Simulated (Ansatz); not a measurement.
Base system: K₂LiBiCl₆ (space group Fm-3m, No. 225; a = 10.420 Å; a cell from a computed database, its experimental status unchecked).

Calculations: r2SCAN (Ansatz, a first-principles code; PAW; 500 eV plane waves; no spin-orbit coupling).

For the base:

```
Quantity                 Value
-------------  ---------------
Gap character  indirect, X → L
Band gap               4.07 eV
```

It is then changed as follows: Rb takes the place of Li on all its sites; the structure is relaxed again.

### Question
What does the calculation give for the gap character after the change?

### Answer
The gap character becomes direct at L (base: indirect, X → L).

### Question
How does this affect the band gap?

### Answer
The band gap goes up by 0.36 eV, from 4.07 eV to 4.43 eV.

### Question
Predict the new electron mass.

### Answer
The electron mass is 0.71 mₑ (at Γ).

With Bi present, leaving out spin-orbit coupling can change the band edges. Masses are band curvatures over ±0.01 Å⁻¹ around the edge. Stability against distortions was not tested. For RbK2BiCl6 in this form, whether it has been made was not checked.
